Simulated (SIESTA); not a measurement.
**Cost against accuracy: kgrid.MonkhorstPack for MnCl₂ (R-3m, 3 atoms in the cell)**

```yaml
crystal:
  lattice:
    - [1.84300, 1.06406, 5.82333]
    - [-1.84300, 1.06406, 5.82333]
    - [0.00000, -2.12811, 5.82333]
  atoms:
    - { symbol: Mn, position: [0.00000, 0.00000, 0.00000], spin: 4.0 }
    - { symbol: Cl, position: [0.25000, 0.25000, 0.25000] }
    - { symbol: Cl, position: [0.75000, 0.75000, 0.75000] }
```
(The spins are starting values, not results.)

Method: LDA PW92, numerical atomic orbitals DZP, PseudoDojo LDA standard norm-conserving potentials (rewritten from UPF to PSML) run with SIESTA 5.4.2.

Base settings: XC.functional = LDA; XC.authors = PW92; potentials = PseudoDojo LDA standard; PAO.BasisSize = DZP; PAO.EnergyShift = 0.01 Ry; MeshCutoff = 300 Ry; kgrid.MonkhorstPack = 9 9 9; OccupationFunction = MP; OccupationMPOrder = 0; ElectronicTemperature = 0.136 eV.

Misses are taken against the tightest run, 21 21 21, which need not be fully converged itself. The energy is the free energy per atom.

Core times come from one kind of shared machine and are given to one figure; runs under 30 s give none.

The starting cell comes from a database of published, mostly measured structures (it also holds non-ambient and calculated ones), without a prior relaxation at this level. With one magnetic atom in the cell only a parallel order is possible. Values carry the incompleteness of an atom-centred basis. In the base run, with a pressure of about -9 GPa the cell is away from its equilibrium volume at this level.

```tsv
kgrid.MonkhorstPack	energy less reference (meV/atom)	pressure less reference (GPa)	largest difference in the force on any atom (eV/Å)	core time / reference (rough)
1 1 1	2120.27	20.18	0.522	–
2 2 2	158.08	2.37	0.118	–
3 3 3	13.51	0.26	0.003	–
4 4 4	2.03	0.06	0.001	–
5 5 5	0.31	0.01	0.000	–
6 6 6	0.06	0.00	0.000	–
7 7 7	0.01	0.00	0.000	–
9 9 9	0.00	0.00	0.000	–
10 10 10	0.00	0.00	0.000	0.2
12 12 12	0.00	0.00	0.000	0.3
14 14 14	0.00	0.00	0.000	0.4
17 17 17	0.00	0.00	0.000	0.6
21 21 21	0.00	0.00	0.000	1
```

Coarsest setting among those run that, with all tighter ones, holds the energy within 5 meV/atom of the reference: 4 4 4, off by 2.0 meV/atom; it ran in under 30 s, against roughly 200 s for the reference.

Coarsest setting among those run that, with all tighter ones, holds the energy within 0.5 meV/atom of the reference: 5 5 5, off by 0.31 meV/atom; it ran in under 30 s, against roughly 200 s for the reference.
